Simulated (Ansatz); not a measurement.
# A computed series for WSe2: response to strain

Consider WSe2 in the 2H-MoS2 type structure (space group P6_3/mmc, No. 194; a = 3.279 Å, c = 12.786 Å; layered, stacked along the Cartesian z axis). Axes: x lies along a and z along c of the hexagonal cell.

Strains are applied to the cell and any free atomic positions relax; under biaxial strain the out-of-plane vector relaxes too; under stress the whole cell relaxes.

Computed with PBE-D3(BJ) (Ansatz, a quantum-chemistry and plane-wave program; PAW; 420 eV plane waves; no spin-orbit coupling), earlier PAW set.

Candidates:
(a) biaxial strain −1.83 %, plane normal [001], relaxed out of plane
(b) uniaxial stress, 0.5 GPa tension along z
(c) isotropic strain +1.90 %

For the base:

Smallest direct gap: 1.57 eV

Question: Order them by smallest direct gap, highest first.

Answer: (a) biaxial strain −1.83 %, plane normal [001], relaxed out of plane (1.74 eV), (b) uniaxial stress, 0.5 GPa tension along z (1.58 eV), (c) isotropic strain +1.90 % (1.37 eV)

Spin-orbit coupling, missing from the scalar runs, can matter with W. Stability under load was not tested beyond the relaxation.
